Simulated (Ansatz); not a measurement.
# CaWO₄ (I4₁/a, No. 88)

The numbers are results of LDA (Ansatz, a quantum-chemistry and plane-wave program, plane waves, PAW), not measurements.

Numerical settings: plane-wave cutoff 520 eV, 10×10×10 k mesh, Fermi–Dirac smearing 0.01 eV, no spin polarisation, scalar-relativistic PAW data made under PBE.

Cell (relaxed at this level):

```xyz
12
Lattice="-2.5757 2.5757 5.5073 2.5757 -2.5757 5.5073 2.5757 2.5757 -5.5073" Properties=species:S:1:pos:R:3 pbc="T T T"
W      0.0000     0.0000     5.5073
W      2.5757     0.0000     2.7537
Ca     0.0000     0.0000     0.0000
Ca     0.0000     2.5757     2.7537
O      3.8165     0.8348     1.7775
O      3.4105     1.3349    -0.9761
O      1.3349    -0.8348     1.7775
O     -0.8348     1.2408     4.5312
O      1.3349     1.7409     0.9761
O      1.7409     1.2408     3.7298
O      1.2408     0.8348     6.4835
O      3.4105    -1.2408     3.7298
```

For CaWO₄ (I4₁/a, No. 88), the band gap is 4.05 eV (on the SCF k mesh) and the bulk modulus B0 is 94.0 GPa.

Measured, for comparison: band gap 5.2 ± 0.3 eV (temperature not stated, no zero-point or thermal correction, absorption, reflection, one- and two-photon excitation; as tabulated in Mikhailik et al. (2004), doi:10.1103/physrevb.69.205110).

Note: the bulk modulus is −V dP/dV from two relaxed cells at ±2 % in volume; the volume lies 7 % below that of the published cell.

Spin–orbit coupling is not included.
